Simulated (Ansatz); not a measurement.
**L1₂ (Cu3Au-type) Pt₃Ti: bulk modulus B0 by level of theory**

No measured value is used here.

| level (code) | value (GPa) | cell (Å³/atom) |
|---|---|---|
| LDA (Ansatz) | 283 | 14.53 |
| PBE (Ansatz) | 235 | 15.38 |
| PBE+SOC (Ansatz) | 235 | 15.36 |
| r²SCAN (Ansatz) | 258 | 15.07 |
| HSE06 (Ansatz) | 264 | 14.94 |

Density-functional levels without +SOC have no spin–orbit coupling. HSE06: the run has no spin polarisation, so it can have missed a magnetic state. Each level is taken at its own relaxed cell. Cutoffs and k meshes differ between the levels. Ansatz's density-functional and Hartree–Fock values are scalar-relativistic unless marked +SOC, with PAW data made under PBE.

Ansatz is a first-principles code.
